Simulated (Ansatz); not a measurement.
# Thickness series in SnSe

Consider SnSe in the GeS type structure (space group Pnma, No. 62; layered, stacked along the Cartesian x axis).

SnSe is taken in the orthorhombic space group Pnma (No. 62), Pearson symbol oP8. Lattice parameters: a = 11.5358 Å, b = 4.1209 Å, c = 4.5782 Å, α = β = γ = 90.00°. Sn on 4c is surrounded by 3 Se at 2.757–2.771 Å (trigonal pyramidal). Se on 4c is surrounded by 3 Sn at 2.757–2.771 Å (trigonal pyramidal). (Neighbours: up to the widest gap in distance over summed covalent radii, below 1.35, at either atom; cation-cation and far metal-metal contacts left out.)

Free-standing slabs (4 atom(s) a layer) normal to the stacking axis with 15 Å of vacuum; in-plane cell relaxed.

Levels (all Ansatz, a program for electronic structure, PAW): r2SCAN+rVV10 (500 eV, scalar-relativistic without spin-orbit coupling); HSE06 (420 eV, no spin-orbit coupling).

Band gaps by level, all at the geometries relaxed with r2SCAN+rVV10:

```json
[
 {"case": "base", "r2SCAN+rVV10": "0.89 eV", "HSE06": "1.05 eV"},
 {"case": "1 layer", "r2SCAN+rVV10": "1.42 eV", "HSE06": "1.66 eV"},
 {"case": "2 layers", "r2SCAN+rVV10": "1.16 eV", "HSE06": "1.37 eV"}
]
```

Single points use the geometry relaxed with r2SCAN+rVV10. HSE06 was sampled on its mesh, a few special points and the semilocal edge points, so its gap is an upper bound. Whether these cells are dynamically stable was not tested.
